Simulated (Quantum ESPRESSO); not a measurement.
## Sensitivity of a calculation on LiCaMg₁₄ (P1, 16 atoms in the cell) to its settings

```xyz
16
Lattice="6.5263 0.0000 0.0000 -3.2631 5.6519 0.0000 0.0000 0.0000 10.3151" Properties=species:S:1:pos:R:3 pbc="T T T"
Li     0.0410     0.0213     5.1981
Ca    -0.0217    -0.0732    -0.0364
Mg    -1.5741     2.8382    -0.0199
Mg    -0.0204     5.6222    -0.0182
Mg     1.5497     2.8760     0.1022
Mg    -1.5960     2.8535     5.2032
Mg    -0.0044     5.5479     5.1023
Mg     1.5963     2.8321     5.1949
Mg    -1.6061     4.7267     2.6285
Mg     1.6656     4.6856     7.6753
Mg    -0.0237     1.8904     2.6329
Mg    -1.6498     4.7394     7.5856
Mg     1.5887     4.7244     2.6629
Mg     0.0712     1.8931     7.6613
Mg     3.2619     1.8734     2.5772
Mg     3.2481     1.9320     7.7407
```

Base run A: Quantum ESPRESSO with PBEsol, SSSP 1.1.2 efficiency (PBE) pseudopotentials, self-consistent single point.

Its settings: ecutwfc = 40 Ry; ecutrho = 320 Ry; occupations = smearing; smearing = gauss; degauss = 0.0147 Ry; input_dft = pbesol; potentials = {Li: li_pbe_v1.4.uspp.F.UPF, Ca: Ca_pbe_v1.uspp.F.UPF, Mg: Mg.pbe-n-kjpaw_psl.0.3.0.UPF}; K_POINTS = automatic 4 4 3 0 0 0; conv_thr = 1e-08 Ry; mixing_beta = 0.5.

The starting cell comes from a database of computed structures (which also holds hypothetical and non-ambient phases and stackings), without a prior relaxation at this level. Its atoms were displaced at random from the sites of space group no. 187.

ΔF is the free energy per atom less that of run A. 

Runs:
- B: degauss: 0.0147 Ry → 0.02205 Ry
- C: ecutwfc: 40 Ry → 24 Ry; ecutrho: 320 Ry → 192 Ry
- D: nosym: default → true
- E: ecutwfc: 40 Ry → 28 Ry; ecutrho: 320 Ry → 224 Ry
- F: K_POINTS: automatic 4 4 3 0 0 0 → automatic 4 4 2 0 0 0
- G: conv_thr: 1e-08 Ry → 7.3e-07 Ry

```
run  ΔF (meV/atom)  pressure (GPa)  largest force (eV/Å)  k-points
---  -------------  --------------  --------------------  --------
A             0.00           -0.49                 0.388        26
B             -4.0           -0.46                 0.388        26
C              8.8           -0.89                 0.389        26
D             0.00           -0.49                 0.389        26
E             1.58           -0.58                 0.389        26
F              8.1           -0.49                 0.367        20
G             0.00           -0.49                 0.389        26
```

Run E against A: The free energy goes up by 1.6 meV/atom, the pressure hardly changes (-0.49 to -0.58 GPa) and the largest force moves little (0.388 to 0.389 eV/Å).

Run B against A: The free energy goes down by 4.0 meV/atom, the pressure moves little (-0.49 to -0.46 GPa) and the largest force stays at 0.388 eV/Å.
